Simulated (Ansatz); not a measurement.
# A constructed model of the (111) surface of fcc Al, a pseudomorphic layer of Mn in the other hollow (bottom of the slab: a bare face, its two planes held)

These are PBE (plane waves to 420 eV, PAW; Ansatz, a quantum-chemistry and plane-wave program) values and carry that method's errors.

Slab: 7 atoms, 13.8 Å thick at the start with caps and adatoms (thin: gaps and levels are the slab's own); k 15x15x1, smearing 0.1 eV, dipole-corrected; 2 atoms held, the rest relaxed; symmetry of the start imposed; spin-polarised, ending with about 3.8 μB a cell; orders that need a larger cell were not tried, no spin-orbit, no U. In PBE it is, or lies within 0.01 eV a 1x1 cell of, the lowest of the 2 structures of its composition computed so far; subsurface sites and larger cells were not tried.

```json
{
  "work_function_of_the_top_face": "4.04 eV",
  "energy_released_by_relaxation": "0.013 eV",
  "magnetic_moment_of_the_cell": "3.79 μB",
  "cost": "roughly 2.2 core-minutes"
}
```
